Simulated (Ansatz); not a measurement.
System: TiAl3 (I4/mmm, No. 139). Method: PBE-D4 (plane waves, PAW; Ansatz, an electronic-structure program).

Numerical settings: plane-wave cutoff 520 eV, 20×20×20 k mesh, Fermi–Dirac smearing 0.05 eV, no spin polarisation, scalar-relativistic PAW data made under PBE.

Response to compression and expansion:

Shape and atoms are relaxed at each volume.

```
V (Å³/atom)  P (GPa)  c (Å)  a (Å)
-----------  -------  -----  -----
14.846          4.99  8.407  3.759
15.155          2.37  8.468  3.784
15.464         -0.01  8.528  3.809
15.773         -2.15  8.588  3.833
16.083         -4.08  8.647  3.857
```

Note: the bulk modulus comes from volumes at which shape and atoms were relaxed.
